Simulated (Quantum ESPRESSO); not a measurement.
Quick settings and what they miss: Ca (Immm, 1 atom in the cell)

Self-consistent single point.

```
CELL_PARAMETERS angstrom
     -2.04910     2.05423     2.39009
      2.04910    -2.05423     2.39009
      2.04910     2.05423    -2.39009
ATOMIC_POSITIONS crystal
  Ca 0.50000 0.50000 0.00000
```

Method of the run: PBEsol, SSSP 1.1.2 efficiency (PBE) pseudopotentials (plane waves; Quantum ESPRESSO).

Base settings: ecutwfc = 40 Ry; ecutrho = 320 Ry; occupations = smearing; smearing = cold; degauss = 0.0073499 Ry; input_dft = pbesol; potentials = {Ca: Ca_pbe_v1.uspp.F.UPF}; K_POINTS = automatic 15 15 15 0 0 0; conv_thr = 1e-11 Ry.

Tight run (finer mesh or higher cutoff; not a proven limit): ecutwfc: 40 Ry → 56 Ry; ecutrho: 320 Ry → 448 Ry; conv_thr: 1e-11 Ry → 7.3e-11 Ry; K_POINTS: automatic 15 15 15 0 0 0 → automatic 21 21 21 0 0 0. It gave Fermi level (on the code's own zero) 5.32 eV; pressure 0.13 GPa.

Quick runs, as changes from the base:
- A: the base itself
- B: ecutwfc: 40 Ry → 20 Ry; ecutrho: 320 Ry → 160 Ry; degauss: 0.0073499 Ry → 0.019992 Ry; K_POINTS: automatic 15 15 15 0 0 0 → automatic 8 8 8 1 1 1
- C: ecutwfc: 40 Ry → 32 Ry; ecutrho: 320 Ry → 256 Ry; smearing: cold → fd; degauss: 0.0073499 Ry → 0.019992 Ry; K_POINTS: automatic 15 15 15 0 0 0 → automatic 2 2 2 1 1 1
- D: ecutwfc: 40 Ry → 20 Ry; ecutrho: 320 Ry → 100 Ry; degauss: 0.0073499 Ry → 0.0099958 Ry; input_dft: pbesol → default; pseudopotentials: {Ca: Ca_pbe_v1.uspp.F.UPF} → {Ca: ca_lda_v1.uspp.F.UPF}; K_POINTS: automatic 15 15 15 0 0 0 → automatic 2 2 2 0 0 0 [LDA (PZ)]
- E: ecutwfc: 40 Ry → 24 Ry; ecutrho: 320 Ry → 192 Ry; smearing: cold → gauss; degauss: 0.0073499 Ry → 0.0099958 Ry; conv_thr: 1e-11 Ry → 7.3e-05 Ry; K_POINTS: automatic 15 15 15 0 0 0 → automatic 1 1 1 1 1 1
- F: ecutwfc: 40 Ry → 28 Ry; ecutrho: 320 Ry → 140 Ry; smearing: cold → mp; degauss: 0.0073499 Ry → 0.019992 Ry; input_dft: pbesol → default; conv_thr: 1e-11 Ry → 7.3e-05 Ry; pseudopotentials: {Ca: Ca_pbe_v1.uspp.F.UPF} → {Ca: ca_lda_v1.uspp.F.UPF}; K_POINTS: automatic 15 15 15 0 0 0 → automatic 4 4 4 1 1 1 [LDA (PZ)]

Energies are extrapolated to zero smearing width, which holds to low order in the width alone (under cold and Methfessel-Paxton smearing the free energy itself is taken).

Dashes: energy of D, F, another energy zero.

† marks runs with another functional, U, potentials or spin treatment: their distance from the tight run is not a convergence error alone.

The count of work is k-points × plane waves × bands × iterations; it is no time. 

The starting cell comes from a database of computed structures (which also holds hypothetical and non-ambient phases and stackings), without a prior relaxation at this level. Its lattice was rescaled by a random factor within 2.5 % of one.

```
run  energy less tight (meV/atom)  pressure less tight (GPa)  count of work / tight
---  ----------------------------  -------------------------  ---------------------
A                             2.1                      -0.01                   0.27
B                            88.2                      -3.30                  0.018
C                          -201.6                       0.58                 0.0015
D†                              –                      -7.92                 0.0012
E                          1996.5                      -9.89                0.00013
F†                              –                      -1.19                 0.0023
```

Among the runs at the tight run's level, the energy misses run from 2.1 to 1996.5 meV/atom.
